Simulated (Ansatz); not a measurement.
# Effect of pressure 3 GPa on hypothetical diamond La

The parent structure is La in the diamond structure (space group Fd-3m, No. 227; a = 6.5632 Å; a hypothetical phase, not in the database extracts checked).

Modification: cell and atoms relaxed at a pressure of 3 GPa.

Level of theory: PBEsol, PAW, 420 eV (Ansatz, an electronic-structure program; no SOC). Settings: 12×12×12 k-points, 0.05 eV Fermi–Dirac smearing.

- Volume per atom = 33.68 Å³ (base 35.34 Å³)
- Density = 6.85 g/cm³ (base 6.53 g/cm³)
- Lattice parameter a = 6.459 Å (base 6.563 Å)
- Shortest interatomic distance = 2.797 Å (base 2.842 Å)
- Enthalpy H = E + PV relative to the base's energy = +0.64 eV/atom
- Band gap = zero (base zero)

Load acts through the strain it causes; cell and atoms are relaxed under it. Stability against distortions was not tested.
